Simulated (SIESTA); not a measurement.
# Worked example: self-consistent single point of MgSc (Pm-3m, 2 atoms in the cell) in SIESTA

Computed with LDA PW92, numerical atomic orbitals DZP, PseudoDojo LDA standard norm-conserving potentials (rewritten from UPF to PSML) (SIESTA).

The input file:

```
# files in the folder: Mg.psml Sc.psml (PseudoDojo LDA standard)
SystemName  MgSc
SystemLabel siesta

NumberOfAtoms                2
NumberOfSpecies              2
%block ChemicalSpeciesLabel
  1 12 Mg
  2 21 Sc
%endblock ChemicalSpeciesLabel
LatticeConstant              1.0 Ang
%block LatticeVectors
     3.614432000    0.000000000    0.000000000
     0.000000000    3.614432000    0.000000000
     0.000000000    0.000000000    3.614432000
%endblock LatticeVectors
AtomicCoordinatesFormat      Ang
%block AtomicCoordinatesAndAtomicSpecies
     0.000000000    0.000000000    0.000000000  1
     1.807216000    1.807216000    1.807216000  2
%endblock AtomicCoordinatesAndAtomicSpecies

XC.functional                LDA
XC.authors                   PW92
PAO.BasisSize                DZP
PAO.EnergyShift              0.005 Ry
MeshCutoff                   300 Ry
%block kgrid.MonkhorstPack
    8   0   0  0.0
    0   8   0  0.0
    0   0   8  0.0
%endblock kgrid.MonkhorstPack
OccupationFunction           MP
OccupationMPOrder            0
ElectronicTemperature        100.0 meV

MaxSCFIterations             150
SCF.Mixer.Method             Pulay
SCF.Mixer.Weight             0.25
SCF.Mixer.History            8
SCF.DM.Tolerance             1.0E-04
Diag.ParallelOverK           true
WriteForces                  true
Charge.Mulliken              end
```

The program printed (abridged):

```
reinit: Reading from file input.fdf

reinit: System Name: MgSc
reinit: System Label: siesta

coor:   Atomic-coordinates input format  =     Cartesian coordinates
coor:                                          (in Angstroms)

siesta: Atomic coordinates (Bohr) and species
siesta:      0.00000   0.00000   0.00000  1        1
siesta:      3.41514   3.41514   3.41514  2        2

siesta: System type = bulk

initatomlists: Number of atoms, orbitals, and projectors:      2    28    26

siesta: ******************** Simulation parameters ****************************
redata: Spin configuration                          = none
redata: Time-Reversal Symmetry                      = T
redata: Number of Atomic Species                    =        2
redata: Mesh Cutoff                                 =   300.0000 Ry
redata: Net charge of the system                    =     0.0000 |e|
redata: Min. number of SCF Iter                     =        0
redata: Max. number of SCF Iter                     =      150
redata: SCF convergence failure will abort job
redata: SCF mix quantity                            = Hamiltonian
redata: Mix DM or H after convergence               =   F
redata: Recompute H after scf cycle                 =   F
redata: Mix DM in first SCF step                    =   T
redata: No kicks to SCF
redata: DM Mixing Weight for Kicks                  =     0.5000
redata: Require Harris convergence for SCF          =   F
redata: Harris energy tolerance for SCF             =     0.000100 eV
redata: Require DM convergence for SCF              =   T
redata: DM tolerance for SCF                        =     0.000100
redata: Require EDM convergence for SCF             =   F
redata: EDM tolerance for SCF                       =     0.001000 eV
redata: Require H convergence for SCF               =   T
redata: Hamiltonian tolerance for SCF               =     0.001000 eV
redata: Require (free) Energy convergence for SCF   =   F
redata: (free) Energy tolerance for SCF             =     0.000100 eV
redata: Using DFT-D3 dispersion                     =   F
redata: Using Saved Data (generic)                  =   F
redata: Method of Calculation                       = Diagonalization
redata: Electronic Temperature                      =  1160.4518 K
redata: Number of TDED substeps                     =        3
redata: Dynamics option                             = Single-point calculation
redata: Save all siesta data in one NC              =   F
redata: ***********************************************************************

%block SCF.Mixers
  Pulay
%endblock SCF.Mixers

%block SCF.Mixer.Pulay
  # Mixing method
  method pulay
  variant stable

  # Mixing options
  weight 0.2500
  weight.linear 0.2500
  history 8
%endblock SCF.Mixer.Pulay

DM_history_depth set to one: no extrapolation allowed by default for geometry relaxation
Size of DM history Fstack: 1
Total number of electrons:    21.000000
Total ionic charge:    21.000000

* ProcessorY, Blocksize:    1  29

* Orbital distribution balance (max,min):    28    28

k-point displ. along   1 input, could be:     0.00    0.50
k-point displ. along   2 input, could be:     0.00    0.50
k-point displ. along   3 input, could be:     0.00    0.50
 Kpoints in:          320 . Kpoints trimmed:          296

siesta: k-grid: Number of k-points = 296
siesta: k-points from Monkhorst-Pack grid
siesta: k-cutoff (effective) =    14.458 Ang
siesta: k-point supercell and displacements
siesta: k-grid:     8     0     0      0.000
siesta: k-grid:     0     8     0      0.000
siesta: k-grid:     0     0     8      0.000

diag: Algorithm                                     = D&C
diag: Parallel over k                               =   F
diag: Use parallel 2D distribution                  =   F
diag: Parallel block-size                           = 29
diag: Parallel distribution                         =     1 x     1
diag: Used triangular part                          = Lower
diag: Absolute tolerance                            =  0.100E-15
diag: Orthogonalization factor                      =  0.100E-05
diag: Memory factor                                 =  1.0000

superc: Internal auxiliary supercell:     5 x     5 x     5  =     125
superc: Number of atoms, orbitals, and projectors:    250   3500   3250

                        Single-point calculation

superc: Internal auxiliary supercell:     5 x     5 x     5  =     125
superc: Number of atoms, orbitals, and projectors:    250   3500   3250

outcell: Unit cell vectors (Ang):
        3.614432    0.000000    0.000000
        0.000000    3.614432    0.000000
        0.000000    0.000000    3.614432

outcell: Cell vector modules (Ang)   :    3.614432    3.614432    3.614432
outcell: Cell angles (23,13,12) (deg):     90.0000     90.0000     90.0000
outcell: Cell volume (Ang**3)        :     47.2194
new_DM -- step:     1
Initializing Density Matrix...

Attempting to read DM from file... Failed...
DM filled with atomic data:

InitMesh: MESH = 40 x 40 x 40 = 64000
InitMesh: Mesh cutoff (required, used) =   300.000   338.487 Ry

stepf: Methfessel-Paxton step function
       Using Hermite-Gauss polynomials of order  0

        iscf     Eharris(eV)        E_KS(eV)     FreeEng(eV)     dDmax    Ef(eV) dHmax(eV)
   scf:    1    -2919.945602    -2927.816181    -2927.826104  1.660054 -4.547079  2.963646
   scf:    2    -2928.139386    -2928.007031    -2928.018162  0.053440 -4.760901  2.435293
   scf:    3    -2928.065931    -2928.044833    -2928.056729  0.034161 -4.871883  1.458313
   scf:    4    -2928.058496    -2928.054027    -2928.065267  0.061127 -4.857368  0.198847
   scf:    5    -2928.038883    -2928.047499    -2928.058328  0.012426 -4.822978  0.513342
   scf:    6    -2928.057726    -2928.055042    -2928.066486  0.019740 -4.876875  0.037412
   scf:    7    -2928.054881    -2928.055002    -2928.066513  0.002544 -4.883419  0.022715
   scf:    8    -2928.055074    -2928.055043    -2928.066530  0.000980 -4.881105  0.001107
   scf:    9    -2928.055045    -2928.055044    -2928.066530  0.000026 -4.881032  0.000433

SCF Convergence by DM+H criterion
max |DM_out - DM_in|         :     0.0000262196
max |H_out - H_in|      (eV) :     0.0004326900
SCF cycle converged after 9 iterations

Using DM_out to compute the final energy and forces

siesta: E_KS(eV) =            -2928.0550

siesta: E_KS - E_eggbox =     -2928.0550

siesta: Atomic forces (eV/Ang):
     1   -0.000000    0.000000    0.000000
     2   -0.000000    0.000000   -0.000000
   Tot   -0.000000    0.000000   -0.000000
   Max    0.000000
   Res    0.000000    sqrt( Sum f_i^2 / 3N )
   Max    0.000000    constrained

Stress tensor Voigt[x,y,z,yz,xz,xy] (kbar):       32.83       32.83       32.83       -0.00        0.00       -0.00
(Free)E + p*V (eV/cell)    -2929.0341
Target enthalpy (eV/cell)    -2928.0665

siesta: Program's energy decomposition (eV):
siesta: Ebs     =      -787.052118
siesta: Eions   =      3970.390345
siesta: Ena     =       485.254854
siesta: Ekin    =      1397.553316
siesta: Enl     =      -434.896982
siesta: Eso     =         0.000000
siesta: Edftu   =         0.000000
siesta: DEna    =        19.510481
siesta: DUscf   =         0.393969
siesta: DUext   =         0.000000
siesta: Ex      =      -386.077553
siesta: Ec      =       -39.402785
siesta: Exc     =      -425.480338
siesta: Eharris =     -2928.055045
siesta: Etot    =     -2928.055044
siesta: FreeEng =     -2928.066530

siesta: Stress tensor (static) (eV/Ang**3):
siesta:     0.020492    0.000000   -0.000000
siesta:    -0.000000    0.020492   -0.000000
siesta:     0.000000   -0.000000    0.020492

siesta: Cell volume =         47.219369 Ang**3

siesta: Pressure (static):
siesta:                Solid            Molecule  Units
siesta:          -0.00022318         -0.00022318  Ry/Bohr**3
siesta:          -0.02049163         -0.02049163  eV/Ang**3
siesta:         -32.83120515        -32.83120515  kBar

mulliken: Atomic and Orbital Populations:

Species: Mg
Atom  Qatom  Qorb
               2s      3s      3s      2py     2pz     2px     3py     3pz
               3px
   1 10.445   1.973   0.768  -0.016   2.013   2.013   2.013   0.561   0.561
              0.561

Species: Sc
Atom  Qatom  Qorb
               3s      4s      4s      3py     3pz     3px     4py     4pz
               4px     3dxy    3dyz    3dz2    3dxz    3dx2-y2 3dxy    3dyz
               3dz2    3dxz    3dx2-y2
   2 10.555   1.927   0.330   0.196   2.002   2.002   2.002   0.216   0.216
              0.216   0.268   0.268   0.320   0.268   0.320   0.014   0.014

             -0.018   0.014  -0.018

mulliken: Qtot =       21.000

Mulliken Atomic Populations:
Atom #   charge [q] valence [e]  Species
     1    -0.444827   10.444827  Mg
     2     0.444827   10.555173  Sc
 Total     0.000000
```

The run converged in 9 iterations.

The starting cell comes from a database of computed structures (which also holds hypothetical and non-ambient phases and stackings), without a prior relaxation at this level. Its lattice was rescaled by up to half a per cent. Values carry the incompleteness of an atom-centred basis. With a pressure of about -3 GPa the cell is away from its equilibrium volume at this level.
